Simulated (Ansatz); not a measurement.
Tl₂O (R-3m, No. 166) was calculated with LDA in Ansatz (PAW).

Settings: plane-wave cutoff 500 eV, 14×14×14 k mesh, gaussian smearing 0.02 eV, scalar-relativistic PAW data made under PBE.

Computed at the level's own relaxed cell.

Task: Give the computed equilibrium volume per atom, lattice constant a, c axis length and band gap.

Result: 
- equilibrium volume per atom = 21.11 Å³/atom
- lattice constant a = 3.445 Å
- c axis length = 36.966 Å
- band gap = 0.33 eV (on the SCF k mesh)

Note: the volume lies 6 % below that of the published cell.

Spin–orbit coupling is not included; with these elements it can move the gap by several tenths of an eV or more.

Ansatz is a first-principles code.
